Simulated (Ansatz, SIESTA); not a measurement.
**Code comparison for Sc (P6_3/mmc, 4 atoms in the cell)**

Relaxation of cell and atoms.

```
Sc
1.0
    3.22198     0.00000     0.00000
   -1.61099     2.79031     0.00000
    0.00000     0.00000    10.36672
Sc
4
Direct
  0.00000   0.00000   0.00000
  0.00000   0.00000   0.50000
  0.33333   0.66667   0.25000
  0.66667   0.33333   0.75000
```

Shared settings, as Ansatz (a program for electronic structure) writes them: kpoints.mp_grid.grid = 8 8 3; scf.occupations.method = fermi_dirac; scf.occupations.width = 0.0073 Ry. Potentials and cutoffs stand in the table.

```json
[
 {"code": "SIESTA", "model": "GGA PBE, numerical atomic orbitals DZP, PseudoDojo PBE standard norm-conserving potentials (rewritten from UPF to PSML)", "final volume (Å³/atom)": "24.04", "cutoff": "grid 300 Ry"},
 {"code": "Ansatz", "model": "PBE, PAW files", "final volume (Å³/atom)": "24.73", "cutoff": "30.9 Ry"}
]
```

The spread over the programs that give each value: final volume within 0.69 Å³/atom.

SIESTA uses small atom-centred bases, whose incompleteness enters pressures, forces and empty levels differently from a plane-wave cutoff. The programs treat the finite-basis stress differently while the cell relaxes: Ansatz adds an estimate of it.

The starting cell was generated: these elements placed on a structure prototype, without a prior relaxation; it need not be a known phase or ordering of this composition. Its lattice was rescaled by a random factor within 2.5 % of one.

Keys are those of Ansatz 0.2.
